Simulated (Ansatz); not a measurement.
Base system: MgO in the rock salt structure (space group Fm-3m, No. 225; a = 4.2544 Å).

The values are results of Ansatz (a quantum-chemistry and plane-wave program) PBE, scalar-relativistic without spin-orbit coupling, earlier PAW set, not measurements.

Base values:

Lattice parameter a: 4.254 Å
Electron mass: 0.34 mₑ (at Γ)

One thing is altered: hydrostatic tension (pressure −1 GPa).

### Question
How does this affect the lattice parameter a?

### Answer
The lattice parameter a grows by 0.010 Å to 4.264 Å.

### Question
How does this affect the electron mass?

### Answer
The electron mass becomes 0.33 mₑ (at Γ) (base: 0.34 mₑ (at Γ)).

The levels and masses belong to the bands next to the band gap. Load acts through the strain it causes; cell and atoms are relaxed under it. Effective masses come from finite differences of ±0.01 Å⁻¹. No phonon test of stability was made.
